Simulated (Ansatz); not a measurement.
Take YN in the rock salt structure (space group Fm-3m, No. 225; a = 4.8198 Å) as the base. Axes: x, y, z lie along the cube axes.

Computed with LDA (Ansatz, a quantum-chemistry and plane-wave program, PAW, scalar-relativistic without spin-orbit coupling).

Before the change:

The volume per atom is 14.00 Å³.

Perturbation: biaxial strain +3.00 %, plane normal [001], relaxed out of plane (Cartesian); in-plane vectors clamped, the third vector and the atoms free.

Task: How does this affect the volume per atom?

Result: The volume per atom grows by 0.659 Å³ to 14.65 Å³.

Task: How does this affect the energy relative to the base?

Result: The energy grows by 30 meV/atom.

The mesh was chosen for an insulator and is coarse for the gapless case. Whether these cells are dynamically stable was not tested. All final runs are without spin polarisation.
